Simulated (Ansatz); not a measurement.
## A computed series for GaSb: response to strain

Base system: GaSb in the zinc blende structure (space group F-43m, No. 216).

```
CELL_PARAMETERS angstrom
      0.00000     3.05573     3.05573
      3.05573     0.00000     3.05573
      3.05573     3.05573     0.00000
ATOMIC_POSITIONS crystal
  Ga 0.00000 0.00000 0.00000
  Sb 0.25000 0.25000 0.25000
```

Cartesian axes are those of the cell as printed.

Strains are applied to the cell and any free atomic positions relax.

The values are results of Ansatz (an electronic-structure program) PBEsol, without spin-orbit coupling, not measurements.

Notes on the quantities. pressure: mean of the normal stresses, compression positive; energy relative to the base: free energy F.

```csv
variant,pressure,band gap,energy relative to the base,volume per atom
base,0.0 GPa,zero,0 meV/atom,28.53 Å³
uniaxial strain ε_zz = −3.00 %,1.7 GPa,0.10 eV,+6.6 meV/atom,27.68 Å³
uniaxial strain ε_zz = −2.00 %,1.1 GPa,0.07 eV,+2.9 meV/atom,27.96 Å³
uniaxial strain ε_zz = −0.50 %,0.3 GPa,zero,+0.2 meV/atom,28.39 Å³
uniaxial strain ε_zz = +0.50 %,-0.3 GPa,zero,+0.2 meV/atom,28.68 Å³
uniaxial strain ε_zz = +1.00 %,-0.5 GPa,zero,+0.7 meV/atom,28.82 Å³
uniaxial strain ε_zz = +1.50 %,-0.7 GPa,zero,+1.6 meV/atom,28.96 Å³
uniaxial strain ε_zz = +2.00 %,[?],zero,[?],29.10 Å³
uniaxial strain ε_zz = +2.50 %,-1.2 GPa,zero,+4.4 meV/atom,29.25 Å³
uniaxial strain ε_zz = +3.00 %,-1.4 GPa,zero,+6.3 meV/atom,29.39 Å³
```

Question: What belongs in the blanks?

Answer: 
- uniaxial strain ε_zz = +2.00 %, pressure: -1.0 GPa
- uniaxial strain ε_zz = +2.00 %, energy relative to the base: +2.8 meV/atom

With Sb present, leaving out spin-orbit coupling can change the band edges. No phonon test of stability was made. The final runs are not spin-polarised. Gaps under 0.05 eV, about the width of the smearing, are given as zero. A zero or small gap of GaSb can be the functional's error rather than a property of the material.
